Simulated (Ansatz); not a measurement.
## Na interstitial in alpha quartz

The numbers are results of PBE, PAW (plane waves to 420 eV; Ansatz, an electronic-structure program), not measurements. Cell: 243 sites, 3×3×3 repeats of a cell of 9 atoms; final energies on a Γ-point mesh. Site at the start: void with 4O nearest, no. 2. Energies of charged states are corrected for periodic images (point charge plus alignment at distant sites). Dielectric constants: PBE linear response of the host. Host gap at this level: 5.68 eV. Finite-size and sampling errors can reach tenths of an eV here. Levels are measured in PBE's own, too narrow, gap. Spin–orbit coupling is left out. Each state is the lowest found from its start.

The name describes the start; the neighbours show where the atoms ended.

Charges with a result: +1, 0. Others weren't obtained, and one of them could lie lower, also by skipping a charge.

| charge | moment (μB) | point group | largest move off a lattice site (Å) | neighbours of the last Na atom of the defect at the end (Å) | image correction with alignment (eV) |
|---|---|---|---|---|---|
| +1 | not spin-polarised | C2 | 0.37 | O 2.19, O 2.19, O 2.42, O 2.43, O 2.47, O 2.47 | 0.33 |
| 0* | quenched | – | 0.38 | O 2.19, O 2.19, O 2.43, O 2.43, O 2.48, O 2.48 | – |

* At this level the carrier isn't localised at the defect: at charge 0 electrons occupy the conduction band. Such a state is shallow or no state of the defect, and this cell gives it no level.

Point groups are those of the whole cell at tolerances of 0.03 and 0.1 Å ("near" where only the looser one holds); none is given for unsettled states.

Starting moments that weren't kept: charge 0 began with 1 μB and ended with 0.0.

No other site or start that was run ended lower by more than 0.1 eV.

Flagged in the runs: a host whose relaxation on this sampling wasn't shown to rest, a strain field that reaches the edge of the cell, zone-centre sampling.
